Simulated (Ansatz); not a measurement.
Functionals compared on CO on the 1x1 (111) surface of fcc Ir, one in a 2x2 cell, started at the site 'top Ir', in Ansatz (plane waves, PAW). The structure was relaxed with PBE; the other rows are single points on it, each with its references at the same level. Cutoff 420 eV (500 eV for r2SCAN).

Slab: 18 atoms, 6.6 Å thick at the start under the adsorbate (thin: gaps and levels are the slab's own); k 6x6x1, smearing 0.1 eV, dipole-corrected; 8 atoms held, the rest relaxed; held to the start's symmetry, so lower structures may exist; no spin, no spin-orbit, no U, no dispersion correction. At the end it is bonded to Ir. In PBE it is, or lies within 0.03 eV of, the lowest of the starts that converged. These notes are the PBE run's. Adsorption energies are against CO(g). A negative adsorption energy means that the adsorbate is more stable on the surface than in its reference.

```json
[
 {"functional": "PBE", "adsorption energy (eV)": "-1.94", "work function of the top face (eV)": "5.78", "change of the work function (eV)": "0.29", "rough cost of the single point": "–"},
 {"functional": "RPBE", "adsorption energy (eV)": "[?]", "work function of the top face (eV)": "[?]", "change of the work function (eV)": "[?]", "rough cost of the single point": "about 80 core-seconds (a rough figure)"},
 {"functional": "r2SCAN", "adsorption energy (eV)": "-2.11", "work function of the top face (eV)": "5.88", "change of the work function (eV)": "0.34", "rough cost of the single point": "roughly 2.8 core-minutes"}
]
```

Question: Fill in the missing entries.

Answer: 
- RPBE, adsorption energy (eV): -1.66
- RPBE, work function of the top face (eV): 5.65
- RPBE, change of the work function (eV): 0.32

Ansatz is a quantum-chemistry and plane-wave program.
